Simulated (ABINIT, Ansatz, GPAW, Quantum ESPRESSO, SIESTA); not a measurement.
# One structure in several programs: Zr (P6_3/mmc, 2 atoms in the cell)

Self-consistent single point.

```yaml
crystal:
  lattice:
    - [3.20587, 0.00000, 0.00000]
    - [-1.60293, 2.77636, 0.00000]
    - [0.00000, 0.00000, 5.11895]
  atoms:
    - { symbol: Zr, position: [0.33333, 0.66667, 0.25000] }
    - { symbol: Zr, position: [0.66667, 0.33333, 0.75000] }
```

Shared settings, as Ansatz (an electronic-structure program) writes them: kpoints.mp_grid.grid = 6 6 3; scf.occupations.method = fermi_dirac; scf.occupations.width = 0.1 eV. Potentials and cutoffs stand in the table.

```tsv
code	model	pressure (GPa)	cutoff
Ansatz	PBE, default PAW files	3.02	default
Quantum ESPRESSO	PBE, SSSP 1.1.2 efficiency (PBE) pseudopotentials	3.01	40 Ry
GPAW	PBE, GPAW PAW datasets PBE (gpaw-data 1.0.1)	2.53	550 eV
SIESTA	GGA PBE, numerical atomic orbitals DZP, PseudoDojo PBE standard norm-conserving potentials (rewritten from UPF to PSML)	1.43	grid 350 Ry
ABINIT	PBE, PAW (JTH v2.0 PBE PAW)	2.86	40 Ry
```

The spread over the programs that give each value: pressure within 1.59 GPa.

SIESTA uses small atom-centred bases, whose incompleteness enters pressures, forces and empty levels differently from a plane-wave cutoff. Ansatz's pressure is given at a fixed set of plane waves, as the other plane-wave codes print theirs. In the pressure, SIESTA (by 1.50) lies more than 1 GPa from the median of the plane-wave programs.

On the base mesh (16 16 9) the same programs gave: Ansatz pressure 2.63 GPa; Quantum ESPRESSO pressure 2.62 GPa; ABINIT pressure 2.46 GPa; GPAW pressure 2.14 GPa; SIESTA pressure 1.04 GPa.

The values differ from the base mesh's, so the mesh still matters here: the table compares the programs at equal settings.

The starting cell comes from a database of computed structures (which also holds hypothetical and non-ambient phases and stackings), without a prior relaxation at this level. Its lattice was rescaled by a random factor within 2.5 % of one.

Left out of this page: Elk and FLEUR (not drawn, or without a comparable value).

Keys are those of Ansatz 0.2.
